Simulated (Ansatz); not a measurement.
## Pressure series in Cs2O2

Start from Cs2O2 (space group Immm, No. 71; a cell from a computed database, its experimental status unchecked; with O–O pairs, as in a peroxide).

```xyz
4
Lattice="-2.1572 3.2297 3.7730 2.1572 -3.2297 3.7730 2.1572 3.2297 -3.7730" Properties=species:S:1:pos:R:3 pbc="T T T"
Cs     0.0000     0.0000     1.9175
Cs     0.0000     0.0000     5.6285
O      0.0000     3.9772     0.0000
O      0.0000     2.4822     0.0000
```

Cell and atoms are relaxed at each pressure.

All numbers come from r2SCAN in Ansatz (plane waves to 500 eV, PAW, without spin-orbit coupling), earlier PAW set.

```json
[
 {"P (GPa)": "-2.01", "V (Å³/atom)": "29.879"},
 {"P (GPa)": "-1.00", "V (Å³/atom)": "27.543"},
 {"P (GPa)": "0.30", "V (Å³/atom)": "25.981"},
 {"P (GPa)": "0.70", "V (Å³/atom)": "25.608"},
 {"P (GPa)": "1.50", "V (Å³/atom)": "24.952"},
 {"P (GPa)": "3.00", "V (Å³/atom)": "23.935"},
 {"P (GPa)": "5.00", "V (Å³/atom)": "22.852"},
 {"P (GPa)": "7.50", "V (Å³/atom)": "21.774"},
 {"P (GPa)": "10.01", "V (Å³/atom)": "20.899"}
]
```

**Question.** Fit a third-order Birch–Murnaghan equation of state.

**Answer.** Least squares on P(V) = (3B₀/2)[(V₀/V)^(7/3) − (V₀/V)^(5/3)]·[1 + (3/4)(B₀′ − 4)((V₀/V)^(2/3) − 1)] gives V₀ = 26.38 Å³/atom, B₀ = 23 GPa and B₀′ = 5.2.

Between the base and pressure 1.5 GPa the gap moves from 2.13 eV to 2.25 eV, a mean slope of 78 meV/GPa.

Load acts through the strain it causes; cell and atoms are relaxed under it. Stability against distortions was not tested. Competing high-pressure phases were not computed.

Ansatz is a quantum-chemistry and plane-wave program.
